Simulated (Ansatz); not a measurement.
## HfO2: Hf → Al

The parent structure is HfO2 (space group P4_2/nmc, No. 137; a = 3.567 Å, c = 5.166 Å).

Perturbation: full substitution Hf → Al; the structure is relaxed again.

Calculations: DFT with PBEsol, PAW potentials and a 420 eV plane-wave cutoff in Ansatz (a first-principles code), scalar-relativistic without spin-orbit coupling. Settings: 14×14×11 k-points, 0.05 eV Fermi–Dirac smearing, for the changed cell.

The density decreases by 6.83 g/cm³ (10.63 g/cm³ → 3.80 g/cm³) and the c/a ratio falls by 0.194, from 1.448 to 1.254. The space group remains P4_2/nmc (No. 137) and the shortest interatomic distance decreases by 0.2109 Å, from 2.061 Å to 1.851 Å. The band gap becomes zero (base: 4.57 eV).

Final structure:

```xyz
6
Lattice="3.4502 0.0000 0.0000 0.0000 3.4502 0.0000 0.0000 0.0000 4.3264" Properties=species:S:1:pos:R:3 pbc="T T T"
Al     0.0000     0.0000     0.0000
Al     1.7251     1.7251     2.1632
O      0.0000     1.7251     0.6697
O      0.0000     1.7251     2.8329
O      1.7251     0.0000     1.4935
O      1.7251     0.0000     3.6567
```

Spin-orbit coupling, missing from the scalar runs, can matter with Hf. Stability against distortions was not tested. As relaxed here, AlO2 is a hypothetical phase, not in the database extracts checked. All final runs are without spin polarisation. This is not the structure that HfO2 has at room temperature and ambient pressure.
